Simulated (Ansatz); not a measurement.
We consider SiO2 (P4₁2₁2, No. 92), described by LDA in Ansatz (plane waves, PAW).

Settings: plane-wave cutoff 520 eV, 8×8×6 k mesh (along the axes of the cell as run), scalar-relativistic PAW data made under PBE.

Computed at the level's own relaxed cell.

Hill averages of the elastic tensor: K = 11.3 GPa, G = 38.2 GPa. Volume 13.997 Å³/atom, mean atomic mass 20.028 u.

### Question
Work out the density, the sound velocities of a polycrystal and the elastic Debye temperature at this level.

### Answer
ρ = 1.66054 × 20.028/13.997 = 2.376 g/cm³. v_l = √[(K + 4G/3)/ρ] = 5.118 km/s and v_t = √(G/ρ) = 4.010 km/s. The mean follows from 3/v_m³ = 1/v_l³ + 2/v_t³: v_m = 4.272 km/s. Θ_D = (ħ/k_B) v_m (6π²/V)^(1/3) = 76.38 K Å s/km × 4.272 × 1.6174 Å⁻¹ = 528 K, counting all atoms of the cell.

Ansatz is an electronic-structure program.
